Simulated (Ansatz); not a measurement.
```xyz
2
Lattice="0.0000 2.2682 2.2682 2.2682 0.0000 2.2682 2.2682 2.2682 0.0000" Properties=species:S:1:pos:R:3 pbc="T T T"
P      3.4024     3.4024     3.4024
B      0.0000     0.0000     0.0000
```

A single point on hypothetical zinc blende BiB with a change (Bi → P), its geometry relaxed with r2SCAN.

Level of theory: Ansatz (a program for electronic structure) HSE06, spin-orbit coupling included. Settings: 8×8×8 k-points, 0.01 eV Fermi–Dirac smearing.

**Question.** Predict the band gap and valence-band top at Γ.

**Answer.** 
- Band gap = 1.94 eV
- Valence-band top at Γ (three highest Kramers pairs, from the VBM) = 0.00, 0.00, -0.05 eV

Single points use the geometry relaxed with r2SCAN. The hybrid gap comes from the SCF mesh plus the semilocal run's edge points and a few special points and is an upper bound. Stability against distortions was not tested. The cell was made from BiB by this change: Bi → P.
